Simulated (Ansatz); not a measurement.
A computed series for TiB2: response to strain

Start from TiB$_{2}$ (space group P6/mmm, No. 191; a = 3.032 Å, c = 3.224 Å; relaxed with 0.1 eV smearing). Axes: x lies along a and z along c of the hexagonal cell.

Strains are applied to the cell and any free atomic positions relax; under biaxial strain the out-of-plane vector relaxes too.

Method: PBE/PAW in Ansatz (a quantum-chemistry and plane-wave program), no spin-orbit coupling.

```json
[
 {"biaxial strain, plane normal [001], relaxed out of plane (%)": "-3", "out-of-plane strain (%)": "1.40"},
 {"biaxial strain, plane normal [001], relaxed out of plane (%)": "-2.5", "out-of-plane strain (%)": "?"},
 {"biaxial strain, plane normal [001], relaxed out of plane (%)": "-2", "out-of-plane strain (%)": "0.92"},
 {"biaxial strain, plane normal [001], relaxed out of plane (%)": "-1.5", "out-of-plane strain (%)": "0.69"},
 {"biaxial strain, plane normal [001], relaxed out of plane (%)": "-1", "out-of-plane strain (%)": "0.46"},
 {"biaxial strain, plane normal [001], relaxed out of plane (%)": "-0.5", "out-of-plane strain (%)": "0.23"},
 {"biaxial strain, plane normal [001], relaxed out of plane (%)": "0", "out-of-plane strain (%)": "0.00"}
]
```

Task: Fit ε⊥ = −νε + γε² (strains in %) to the rows shown and predict the withheld row.

Result: Least squares on the printed values gives ν = 0.45 (the biaxial Poisson response) and γ = 0.004 (largest residual 0.00 %); this predicts 1.16 %, and the run gives 1.16 %, in agreement.

Stability against distortions was not tested. All final runs are without spin polarisation.
